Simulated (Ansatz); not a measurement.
For GaAs (model structure, started from the CsCl type, Pm-3m, No. 221, 2 atoms in the cell), PBE in Ansatz (plane waves, PAW) gives:

```
Property                               Result
------------------------------  -------------
equilibrium lattice constant a        3.373 Å
formation enthalpy              0.187 eV/atom
```

Problem. What does r²SCAN in Ansatz (plane waves, PAW) give for the same quantities?

Solution. 
- lattice constant a: 3.342 Å (shrinks by 0.9 %)
- formation enthalpy: 0.327 eV/atom (rises by 0.140 eV/atom)

Changes are worked out from the printed values.

Unless a cell is named, each level is at its own relaxed cell (PBE 19.19, r²SCAN 18.67 Å³/atom).

Ansatz's density-functional and Hartree–Fock values are scalar-relativistic unless marked +SOC, with PAW data made under PBE.

A model structure was made by putting elements into a prototype or built by hand; it is no filed structure, need not be a known phase, and can be a saddle point held by its symmetry.

Ansatz is a program for electronic structure.
